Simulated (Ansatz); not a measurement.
# ZnS: response to strain

The reference is ZnS in the wurtzite structure (space group P6_3mc, No. 186; a = 3.782 Å, c = 6.208 Å).

Strains are applied to the cell and any free atomic positions relax.

The values are results of Ansatz (a program for electronic structure) PBEsol, no spin-orbit coupling, not measurements.

Notes on the quantities. pressure: mean of the normal stresses, compression positive.

| isotropic strain (%) | pressure (GPa) |
|---|---|
| -3 | 8.8 |
| -2.4 | ? |
| -1.8 | 4.8 |
| -1.2 | 3.1 |
| -0.6 | 1.5 |
| 0 | 0.0 |

Q: Fit P = P₀ − Bδ + Cδ² with δ = (1 + ε)³ − 1 to the rows shown and predict the withheld row.

A: Least squares on the printed values gives P₀ = 0.0 GPa, B = 76.2 GPa (at held cell shape), C = 278 GPa (largest residual 0.0 GPa); this predicts 6.7 GPa, and the run gives 6.7 GPa, in agreement.

Stability against distortions was not tested.
